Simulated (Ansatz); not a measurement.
Consider BiB in the zinc blende structure (space group F-43m, No. 216; a = 5.456 Å; a hypothetical phase, not in the database extracts checked). Axes: x, y, z lie along the cube axes.

Perturbation: tensile biaxial strain of 1.24 % in the plane normal to [110], as in epitaxy on a mismatched substrate; the out-of-plane cell vector and the atoms relax.

Levels (all Ansatz, a first-principles code, PAW): PBEsol (420 eV, without spin-orbit coupling); r2SCAN (500 eV, no SOC); HSE06 (420 eV, scalar-relativistic without spin-orbit coupling).

One geometry, relaxed with PBEsol, under each level:

| level | band gap | lowest conduction level above the VBM at special points | pressure |
|---|---|---|---|
| PBEsol | 0.20 eV | Γ 0.20 eV; R 0.22 eV; S 0.38 eV; X 0.67 eV | -1.57 GPa |
| r2SCAN | 0.28 eV | Γ 0.28 eV; R 0.35 eV; S 0.52 eV; X 0.88 eV | -0.09 GPa |
| HSE06 | … | … | – |

Problem. Give the withheld HSE06 results.

Solution. 
- HSE06, band gap: 0.75 eV
- HSE06, lowest conduction level above the VBM at special points: Γ 0.78 eV; R 0.75 eV; S 0.92 eV

A biaxial case was relaxed in a doubled cell and then solved in the primitive one. Single points use the geometry relaxed with PBEsol. Their cutoffs differ, which shifts pressures a little. Spin-orbit coupling, missing from the scalar runs, can matter with Bi. No phonon test of stability was made. A zero or small gap of BiB under biaxial strain +1.24 %, plane normal [110], relaxed out of plane can be the functional's error rather than a property of the material. Labels are those of the standard path for the cell's own space group.
